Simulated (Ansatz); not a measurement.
Level of theory: PBE (plane waves to 420 eV, PAW; Ansatz, a quantum-chemistry and plane-wave program).

Electrostatic potential energy of an electron, averaged over planes parallel to the surface, in eV from the Fermi level, for a constructed model of the (111) surface of fcc Ir, (√3x√3)R30° layer of Ga, one a cell, in the other hollow (bottom of the slab: a bare face, its two planes held):

(z (Å), V (eV)): (3.54, 5.51); (3.83, 5.51); (4.13, 5.51); (4.42, 5.51); (4.72, 5.50); (5.01, 5.49); (5.31, 5.46); (5.60, 5.41); (5.90, 5.28); (6.19, 4.99); (6.49, 4.33); (6.78, 2.85); (7.08, -0.65); (7.38, -8.84); (7.67, -18.36); (7.96, -23.66); (8.26, -21.87); (8.55, -14.13); (8.85, -5.03); (9.14, -1.41); (9.44, -4.90); (9.73, -13.99); (10.03, -21.99); (10.32, -24.29); (10.62, -19.61); (10.91, -10.56); (11.21, -3.07); (11.50, -2.53); (11.80, -9.13); (12.09, -18.40); (12.39, -23.98); (12.68, -22.73); (12.98, -15.37); (13.27, -6.08); (13.57, -1.64); (13.86, -4.17); (14.16, -12.80); (14.46, -21.22); (14.75, -24.35); (15.04, -20.40); (15.34, -11.62); (15.63, -3.54); (15.93, -2.05); (16.22, -7.69); (16.52, -17.06); (16.81, -23.51); (17.11, -23.40); (17.40, -16.81); (17.70, -7.42); (17.99, -1.91); (18.29, -3.57); (18.58, -11.79); (18.88, -20.44); (19.18, -24.03); (19.47, -20.47); (19.77, -11.76); (20.06, -3.06); (20.36, 0.10); (20.65, 0.12); (20.95, -0.29); (21.24, -0.37); (21.54, 0.17); (21.83, 1.46); (22.12, 2.95); (22.42, 3.71); (22.71, 4.07); (23.01, 4.24); (23.30, 4.33); (23.60, 4.37); (23.89, 4.39); (24.19, 4.40); (24.48, 4.40); (24.78, 4.40); (25.07, 4.40); (25.37, 4.40)

Model: 19-atom slab, 13.4 Å thick at the start, 9x9x1 mesh, Fermi-Dirac 0.1 eV, dipole correction, 6 atoms held, the rest relaxed; symmetry of the start imposed; no spin, no spin-orbit, no U. In PBE it is, or lies within 0.01 eV a 1x1 cell of, the lowest of the 2 structures of its composition computed so far; larger cells were not tried.

Q: The surface cell has an area of 19.47 Å². What dipole along the normal does the step between the two vacuum levels imply?

A: the top vacuum level lies 1.11 eV below the bottom one; p = −ε₀ A ΔV (ε₀ = 0.005526 e/(V·Å)) gives 0.12 e·Å a cell.
